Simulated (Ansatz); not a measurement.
Here is the system:

```yaml
crystal:
  lattice:
    - [3.92918, 0.00000, 0.00000]
    - [0.00000, 3.92918, 0.00000]
    - [0.00000, 0.00000, 4.87302]
  atoms:
    - { symbol: Sn, position: [0.50000, 0.00000, 0.76718] }
    - { symbol: Sn, position: [0.00000, 0.50000, 0.23282] }
    - { symbol: O, position: [0.50000, 0.50000, 0.00000] }
    - { symbol: O, position: [0.00000, 0.00000, 0.00000] }
```

No spin polarisation.

All numbers come from Ansatz (a quantum-chemistry and plane-wave program), PBE-D3(BJ), PAW, cutoff 420 eV, scalar-relativistic without spin-orbit coupling. k-mesh 12×12×10 (Γ-centred); smearing 0.05 eV (Fermi–Dirac).

Task: Predict the space group.

Result: P4/nmm (No. 129).

Task: Predict the pressure (mean of the normal stresses, compression positive).

Result: -3.0 GPa.

The cells carry an imposed strain or load. Stability against distortions was not tested. The cell was made from SnO (space group P4/nmm, No. 129; layered, stacked along the Cartesian z axis) by this change: isotropic strain +2.40 %.
